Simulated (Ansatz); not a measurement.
An Ansatz (an electronic-structure program) input (PBEsol/PAW in Ansatz, no spin-orbit coupling):

Ansatz 0.2 input:
```yaml
crystal:
  lattice:
    - [2.9323769387, 0, 0]
    - [0, 2.9323769387, 0]
    - [0, 0, 2.9323769387]
  atoms:
    - { symbol: Al, position: [0.5, 0.5, 0.5] }
    - { symbol: Ru, position: [0, 0, 0] }
basis: { ecutwfc: 420, ecutrho_ratio: 4, xc_grid: 2, fft_grid_basis: typed }
kpoints: { mp_grid: { grid: [19, 19, 19] } }
hamiltonian:
  xc: pbesol
  dispersion: none
  pseudopotentials: { kind: paw }
scf: { occupations: { method: fermi_dirac, width: 0.1 }, convergence: { dr2_threshold: 0.0000000002 } }
relax: { f_tol: 0.005, max_steps: 50 }
output: { forces: true, stress: true }
checkpoint: { write: state.ck, write_every: 1000 }
```

**Question.** Which symmetry and how many k-points will the program report, and about how many plane waves at Γ?

**Answer.** Space group Pm-3m (ITA 221) with 48 operations, k-points 220 of 6859, and 485 plane waves at Γ.

**Question.** And the final pressure?

**Answer.** 10.95 GPa (compression positive).

The cells carry an imposed strain or load. Stability against distortions was not tested. The final runs are not spin-polarised. The cell was made from AlRu in the CsCl type structure (space group Pm-3m, No. 221) by this change: isotropic strain −1.50 %.
